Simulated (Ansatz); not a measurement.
**K3SbS4 (space group I-43m, No. 217; a cell from a computed database, its experimental status unchecked)**

```yaml
crystal:
  lattice:
    - [-3.83237, 3.83237, 3.83237]
    - [3.83237, -3.83237, 3.83237]
    - [3.83237, 3.83237, -3.83237]
  atoms:
    - { symbol: K, position: [0.50000, 0.00000, 0.50000] }
    - { symbol: K, position: [0.00000, 0.50000, 0.50000] }
    - { symbol: K, position: [0.50000, 0.50000, 0.00000] }
    - { symbol: Sb, position: [0.00000, 0.00000, 0.00000] }
    - { symbol: S, position: [0.64405, 0.64405, 0.64405] }
    - { symbol: S, position: [0.35595, 0.00000, 0.00000] }
    - { symbol: S, position: [0.00000, 0.00000, 0.35595] }
    - { symbol: S, position: [0.00000, 0.35595, 0.00000] }
```

The values are results of Kohn–Sham DFT with the PBEsol functional, run in Ansatz (an electronic-structure program) with PAW and 420 eV plane waves, spin-orbit coupling left out, earlier PAW set, not measurements. Γ-centred 6×6×6 mesh, Fermi–Dirac width 0.05 eV.

The volume per atom comes out as 28.14 Å³ and the density is 2.71 g/cm³. The band gap comes out as 2.13 eV, indirect, H → Γ, the electron mass is 0.49 mₑ and the lowest conduction-band minima above the VBM is Γ 2.13 eV; H along ⟨100⟩ 2.22 eV; P along ⟨111⟩ 2.40 eV. The total energy is -1812.867 eV/atom (σ→0; compares only within this code and set-up).

With Sb present, leaving out spin-orbit coupling can change the band edges. Effective masses come from finite differences of ±0.01 Å⁻¹. No phonon test of stability was made.
